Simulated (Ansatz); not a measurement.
The starting structures come from a database of crystals and need not be the phases stable at ambient conditions.

Tunnelling through a barrier is set by its complex band structure: the current falls as exp(−2κd) with the smallest κ.

Input:

```yaml
crystal:
  lattice:
    - [8.24179, 0.00000, 0.00000]
    - [0.00000, 8.24179, 0.00000]
    - [0.00000, 0.00000, 5.77276]
  atoms:
    - { symbol: Pb, position: [0.77601, 0.50000, 0.19223] }
    - { symbol: Pb, position: [0.00000, 0.27601, 0.69223] }
    - { symbol: Pb, position: [0.22399, 0.50000, 0.19223] }
    - { symbol: Pb, position: [0.00000, 0.72399, 0.69223] }
    - { symbol: Pb, position: [0.27601, 0.00000, 0.30777] }
    - { symbol: Pb, position: [0.50000, 0.22399, 0.80777] }
    - { symbol: Pb, position: [0.72399, 0.00000, 0.30777] }
    - { symbol: Pb, position: [0.50000, 0.77601, 0.80777] }
    - { symbol: O, position: [0.00000, 0.50000, 0.91471] }
    - { symbol: O, position: [0.00000, 0.50000, 0.41471] }
    - { symbol: O, position: [0.50000, 0.00000, 0.58529] }
    - { symbol: O, position: [0.50000, 0.00000, 0.08529] }
    - { symbol: F, position: [0.28898, 0.71102, 0.50000] }
    - { symbol: F, position: [0.78898, 0.78898, 0.00000] }
    - { symbol: F, position: [0.71102, 0.28898, 0.50000] }
    - { symbol: F, position: [0.21102, 0.21102, 0.00000] }
    - { symbol: F, position: [0.21102, 0.78898, 0.00000] }
    - { symbol: F, position: [0.71102, 0.71102, 0.50000] }
    - { symbol: F, position: [0.78898, 0.21102, 0.00000] }
    - { symbol: F, position: [0.28898, 0.28898, 0.50000] }
```

Space group of this cell: P4_2/nmc. The cell was relaxed by PBE-D3(BJ); by PBEsol its mean pressure is -2.0 GPa.

Transport runs along the normal of the first two printed cell vectors, the (001) plane of the conventional cell.

The gap is the functional's own. No spin-orbit coupling. Mid-gap values are interpolated on the energy grid.

Question: Predict the band gap and the smallest decay constant κ at mid-gap from PBEsol (Ansatz, a first-principles code).

Answer: Gap 2.78 eV on a 4×4×6 mesh; κ = 0.291 1/Å, at the zone centre.
